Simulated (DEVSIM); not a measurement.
Structure: Ru/Si3N4/p-Ge capacitor, at 400 K.

Layer 1 from the left is Si3N4, thickness (nm) 18.0. Layer 2 from the left is Ge, thickness (nm) 890, Na (cm⁻³) 4.5e17.

Metal gate on the left, work function 4.7 eV. Fixed charge at the semiconductor interface 0 cm⁻² (in units of +e); no interface traps.

The device is made up for the run: typed textbook-type constants, with dimensions and the other settings drawn at random. Values at 300 K; Nc and Nv go as T^1.5, mobilities as T to minus their exponent, the gap by Varshni's rule with the affinity fixed.

Si3N4: gap (eV) 5.1, affinity (eV) 2.1, permittivity 7.5. Ge: gap (eV) 0.664, affinity (eV) 4, permittivity 16, Nc (cm⁻³) 1.04e19, Nv (cm⁻³) 6e18, Varshni α (eV/K) 0.000477, Varshni β (K) 235.

Estimate by hand the flat-band voltage, the threshold voltage, and compare with a numerical solution.


- Flat-band voltage: C = 0.369 μF/cm², work-function difference 0.180 V; VFB = φms − qNf/C = 0.18 V; numerical 0.18 V.
- Threshold voltage: φF = 0.198 V, depletion charge √(4εqNφF) = 2.85e-7 C/cm²; VT = VFB + 2φF + Qd/C = 1.35 V; numerical 1.35 V.

Model (solved in DEVSIM): 1D Poisson equation in equilibrium, Boltzmann statistics, complete ionisation; no quantum confinement or tunnelling. Metal contacts follow the ideal Schottky-Mott rule: no Fermi-level pinning, no interface dipoles.
